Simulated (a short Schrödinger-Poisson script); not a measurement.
System: symmetric double-gate stack, SiO2 on p-type InP, at 300 K.

```
layer  material  thickness (nm)  Na (cm⁻³)
-----  --------  --------------  ---------
1          SiO2               2          -
2           InP              10       5e15
3          SiO2               2          -
```

Constants are typed, rounded textbook-type inputs, not results; the design itself was drawn at random and stands for no fabricated device. SiO2: permittivity 3.9, conduction-band edge (eV) 3.48, gap (eV) 9, electron mass (mₑ) 0.5. InP: permittivity 12.5, conduction-band edge (eV) 0, gap (eV) 1.344, Nv at 300 K (cm⁻³) 1.1e19.

Channel valleys (confinement mass, in-plane density-of-states mass, number): Γ 0.08, 0.08, 1. At the gates, both at one voltage, the conduction-band edge of layer 1 lies 3.5 eV − eVg above the Fermi level of the channel. Gaps are held at their typed values at every temperature. Mesh 0.03 nm at interfaces.

Solved with a short Schrödinger-Poisson script written for these runs: 1D Poisson equation in equilibrium, electrons quantum, Hartree (BenDaniel-Duke, 12 states a valley, the channel's in-plane mass for all, wave functions ending at the dielectric), parabolic valleys, classical holes, full ionisation, no traps, pinning or gate leakage.

The same stack at other levels of the model or other numerical settings:

```csv
run,sheet density of all electrons at Vg = 1.5 V (cm⁻²),sheet density of all electrons at Vg = 0.3 V (cm⁻²),capacitance of both gates at Vg = 1.5 V (μF/cm²),rough cost against the base
base,1.77e13,2.44e12,2.20,about 1
"electrons treated as classical, Boltzmann",…,4.22e12,3.31,0.08
"electrons treated as classical, Fermi-Dirac",2.03e13,3.25e12,…,0.2
"electrons treated as quantum, Hartree plus LDA exchange-correlation",…,2.63e12,2.22,2
mesh six times as coarse,1.77e13,2.44e12,2.20,0.3
one subband a valley,1.51e13,2.41e12,1.73,0.5
```

**Question.** Complete the blanks.

**Answer.** 
- electrons treated as classical, Fermi-Dirac, capacitance of both gates at Vg = 1.5 V (μF/cm²): 2.39
- electrons treated as quantum, Hartree plus LDA exchange-correlation, sheet density of all electrons at Vg = 1.5 V (cm⁻²): 1.82e13
- electrons treated as classical, Boltzmann, sheet density of all electrons at Vg = 1.5 V (cm⁻²): 2.80e13

The classical rows ignore confinement, and Boltzmann statistics overrate the density once the band edge passes the Fermi level.

Above a few 1e12 electrons/cm² a light Γ valley is non-parabolic and upper valleys begin to fill, which the model leaves out.
